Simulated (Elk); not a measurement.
A self-consistent single point of Cu (Fm-3m, 1 atom in the cell) with Elk.

Computed with Elk with PBEsol, all-electron FP-LAPW, Elk's shipped species files, APW+lo basis with extra local orbitals.

```
CELL_PARAMETERS angstrom
      0.00000     1.80660     1.80660
      1.80660     0.00000     1.80660
      1.80660     1.80660     0.00000
ATOMIC_POSITIONS crystal
  Cu 0.00000 0.00000 0.00000
```

Reference input (self-consistent single point, DFT, PBE, all-electron FP-LAPW, Elk's shipped species files, APW+lo basis with extra local orbitals): xctype = 20; rgkmax = 7.5; swidth = 0.00499791 Ha; ngridk = 16 16 16; gmaxvr = 14 1/bohr; nxlo = 2; lorbcnd = true; rmtscf = 0.94; lmaxi = 3; maxscl = 100. This run's input differs from it in these lines:

```diff
@@ -4,3 +4,3 @@
 xctype
-  20
+  22
```

Output, abridged:

```
│ Self-consistent loop started │
│ Loop number : 1 │
 total energy                :     -1641.81859795
│ Loop number : 2 │
 total energy                :     -1642.48669239
RMS change in Kohn-Sham potential (target) :   0.4275439552     (  0.1000000000E-05)
Absolute change in total energy (target)   :   0.6680944435     (  0.1000000000E-03)
│ Loop number : 3 │
 total energy                :     -1645.53796874
RMS change in Kohn-Sham potential (target) :   0.3196944705     (  0.1000000000E-05)
Absolute change in total energy (target)   :    3.218299957     (  0.1000000000E-03)
│ Loop number : 4 │
   [... lines left out ...]
Absolute change in total energy (target)   :   0.2315135228E-02 (  0.1000000000E-03)
│ Loop number : 13 │
 total energy                :     -1653.72726901
RMS change in Kohn-Sham potential (target) :   0.5706758131E-05 (  0.1000000000E-05)
Absolute change in total energy (target)   :   0.3608582454E-03 (  0.1000000000E-03)
│ Loop number : 14 │
 total energy                :     -1653.72709519
RMS change in Kohn-Sham potential (target) :   0.6445296688E-06 (  0.1000000000E-05)
Absolute change in total energy (target)   :   0.8361178516E-04 (  0.1000000000E-03)
Convergence targets achieved

│ Loop number : 15 │

Energies :
 Fermi                       :     0.257754970778
 total energy                :     -1653.72707498

Density of states at Fermi energy :    8.443302674
 (states/Hartree/unit cell)

Estimated indirect band gap :   0.2258126201E-02
 from k-point     85 to k-point    123
Estimated direct band gap   :   0.6164416238E-01
 at k-point     31

Charges :
 core                        :    12.00000000
 valence                     :    17.00000000
 interstitial                :    1.040710160
 muffin-tins (core leakage)
  species :    1 (Cu)
   atom    1                 :    27.95928984     (  0.3597667857E-03)
 total in muffin-tins        :    27.95928984
 total calculated charge     :    28.99438029
 total charge                :    29.00000000
 error                       :   0.5619707403E-02

│ Self-consistent loop stopped │
```

The run converged in 15 iterations. The count includes the last loop, which Elk runs after its targets are met. 

The starting cell comes from a database of computed structures (which also holds hypothetical and non-ambient phases and stackings), without a prior relaxation at this level. Its lattice was rescaled by a random factor within 2.5 % of one. Spin polarisation is off. Values depend on the basis (sphere radii, cutoffs, local orbitals), which need not be converged. The log's line on a gap gives a spacing of levels on this mesh, which the program prints for metals too.
